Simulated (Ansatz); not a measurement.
**Rock-salt GaAs (model structure): formation enthalpy by level of theory**

No measured value is used here.

```json
[
 {"level (code)": "LDA (Ansatz)", "value (eV/atom)": "-0.045"},
 {"level (code)": "PBE-D4 (Ansatz)", "value (eV/atom)": "-0.053"},
 {"level (code)": "rVV10 (Ansatz)", "value (eV/atom)": "0.009"},
 {"level (code)": "r²SCAN-D4 (Ansatz)", "value (eV/atom)": "-0.053"},
 {"level (code)": "r²SCAN+rVV10 (Ansatz)", "value (eV/atom)": "-0.054"}
]
```

Each level is taken at its own relaxed cell. Ansatz's density-functional and Hartree–Fock values are scalar-relativistic unless marked +SOC, with PAW data made under PBE.

A model structure was made by putting elements into a prototype or built by hand; it is no filed structure, need not be a known phase, and can be a saddle point held by its symmetry.

Ansatz is a first-principles code.
